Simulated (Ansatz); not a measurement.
## Ni on the Si site + 1 H in silicon

All values below come from PBE, PAW (plane waves to 420 eV; Ansatz, an electronic-structure program). Cell: 64 sites, 2×2×2; final energies on a 2×2×2 shifted mesh. Sites at the start: the Si site; H at the bond centre. Charged cells carry a point-charge image correction with potential alignment at far atoms. Dielectric constants: PBE linear response of the host. Host gap at this level: 0.61 eV. A cell of this size leaves errors of a few tenths of an eV. The semilocal functional narrows the gap, so deep levels can fall outside it. Spin–orbit coupling is left out, and no Hubbard U is applied to the open shells. Each state is the lowest found from its start.

Formation energies E_f are given with the Fermi level at the valence-band maximum. Chemical conditions: impurity bounded by its compound with the host (Δμ(Si) = 0.00 eV, Δμ(H) = 0.00 eV, Δμ(Ni) = -1.06 eV, bounded by fluorite-type NiSi2; H taken from its element, since no compound that bounds it was computed at this level; only phases computed here count, gases as isolated molecules at 0 K). Reference phases: H: H2 molecule in a box, Ni: fcc Ni, ferromagnetic, Si: silicon.

| charge | moment (μB) | point group | largest move off a lattice site (Å) | image correction with alignment (eV) | E_f, impurity bounded by its compound with the host (eV) | above the lowest spin state (eV) |
|---|---|---|---|---|---|---|
| +1† | not spin-polarised | – | 0.17 | 0.09 | – | 0.00 |
| +1† | 0.0 | – | 0.17 | 0.09 | – | 0.00 |
| 0† | quenched | – | 0.15 | 0.00 | 2.36 | 0.00 |
| 0† | quenched | – | 0.15 | 0.00 | 2.36 | 0.00 |
| −1 | 0.0 | C1 | 0.24 | 0.11 | 2.74 | 0.00 |
| −1 | not spin-polarised | C1 | 0.24 | 0.11 | 2.74 | 0.00 |

† Not settled in this cell, so no level is given: charge +1: level within 0.1 eV of a band edge or past it; charge 0: a level filled in part.

Point groups are those of the whole cell at tolerances of 0.03 and 0.1 Å ("near" where only the looser one holds); none is given for unsettled states.

Starting moments that weren't kept: charge +1 began with 4 μB and ended with 0.0; charge 0 began with 1 μB and ended with 0.0; charge 0 began with 3 μB and ended with 0.0; charge −1 began with 2 μB and ended with 0.0.

No other site or start that was run ended lower by more than 0.1 eV.
